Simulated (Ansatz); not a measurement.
Start from CaF2 in the fluorite structure (space group Fm-3m, No. 225; a = 5.4205 Å). Axes: x, y, z lie along the cube axes.

Structures relaxed with PBEsol, PAW, 420 eV (Ansatz, a quantum-chemistry and plane-wave program; spin-orbit coupling left out).

Base:

Simulated powder pattern, Cu Kα1, λ = 1.54056 Å (kinematic, ideal powder, no thermal factors, no anomalous dispersion; the 10 strongest lines at most, above 2 %, up to 2θ = 90°):

| 2θ (°) | I/Imax (%) | hkl |
|---|---|---|
| 28.50 | 84 | (111) |
| 47.40 | 100 | (220) |
| 56.24 | 31 | (311) |
| 69.28 | 13 | (400) |
| 76.55 | 11 | (331) |
| 88.24 | 24 | (422) |

It is then changed as follows: the cell is compressed by 2.60 % along x with no lateral relaxation; the atoms relax in the strained cell.

After the change:

Simulated powder pattern, Cu Kα1, λ = 1.54056 Å (kinematic, ideal powder, no thermal factors, no anomalous dispersion; the 10 strongest lines at most, above 2 %, up to 2θ = 90°):

| 2θ (°) | d (Å) | I/Imax (%) | hkl |
|---|---|---|---|
| 28.76 | 3.102 | 100 | (111) |
| 47.40 | 1.916 | 41 | (022) |
| 48.08 | 1.891 | 77 | (220) |
| 56.39 | 1.630 | 25 | (131) |
| 57.58 | 1.599 | 12 | (311) |
| 69.28 | 1.355 | 10 | (040) |
| 71.41 | 1.320 | 4.6 | (400) |
| 76.68 | 1.242 | 4.6 | (133) |
| 77.70 | 1.228 | 8.8 | (331) |
| 88.74 | 1.101 | 19 | (242) |

The indices refer to the base's conventional cell; one index is shown for lines that coincide. The space group is now I4/mmm (No. 139).

Whether these cells are dynamically stable was not tested. The base started in Pca2_1 and relaxed to Fm-3m at this level.
